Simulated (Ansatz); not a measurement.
Take MgTe in the wurtzite structure (space group P6_3mc, No. 186; a = 4.5614 Å, c = 7.4119 Å) as the base. Axes: x lies along a and z along c of the hexagonal cell.

Computed with Ansatz (an electronic-structure program) PBEsol, scalar-relativistic without spin-orbit coupling.

Strains are applied to the cell and any free atomic positions relax.

One change was made to it. Results:

The band gap shrinks by 0.11 eV (2.39 eV → 2.28 eV); the energy rises by 1.9 meV/atom; the electron mass changes from 0.15 mₑ along c, 0.17 mₑ across (at Γ) to 0.15 mₑ along z, 0.17 mₑ across (at Γ).

Which of these changes matches the shifts?
A. uniaxial strain ε_zz = +3.00 %
B. uniaxial strain ε_zz = +1.20 %
C. uniaxial strain ε_zz = +2.40 %
D. uniaxial strain ε_zz = +0.60 %
E. uniaxial strain ε_zz = +1.80 %

E, uniaxial strain ε_zz = +1.80 %. For comparison, the band gap in the other runs: uniaxial strain ε_zz = +3.00 % gives 2.19 eV; uniaxial strain ε_zz = +0.60 % gives 2.36 eV; uniaxial strain ε_zz = +2.40 % gives 2.24 eV; uniaxial strain ε_zz = +1.20 % gives 2.32 eV.

Spin-orbit coupling, missing from the scalar runs, can matter with Te. Masses are band curvatures over ±0.01 Å⁻¹ around the edge. Stability against distortions was not tested.
